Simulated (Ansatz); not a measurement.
Consider BePd in the CsCl type structure (space group Pm-3m, No. 221; a = 2.798 Å). Axes: x, y, z lie along the cube axes.

Computed with Ansatz (a program for electronic structure), PBEsol, PAW, cutoff 420 eV, spin-orbit coupling left out.

Free-standing slabs (2 atom(s) a layer) normal to [110] with 15 Å of vacuum; in-plane cell held at bulk.

One change was made to it. Results:

The band gap remains zero; the shortest interatomic distance shrinks by 0.047 Å (2.423 Å → 2.376 Å); the excess energy per area of both faces (slab less bulk energy over the cell's area: twice a surface energy) amounts to 3.9 J/m² (uncertain by up to 0.09 J/m²).

Q: What was done to the base?
A) 2 layers
B) 7 layers
C) 3 layers

A: C, 3 layers. For comparison, the shortest interatomic distance in the other runs: 2 layers gives 2.306 Å; 7 layers gives 2.340 Å.

The excess energy carries the mismatch between the slab's and the bulk's meshes. No phonon test of stability was made. All final runs are without spin polarisation.
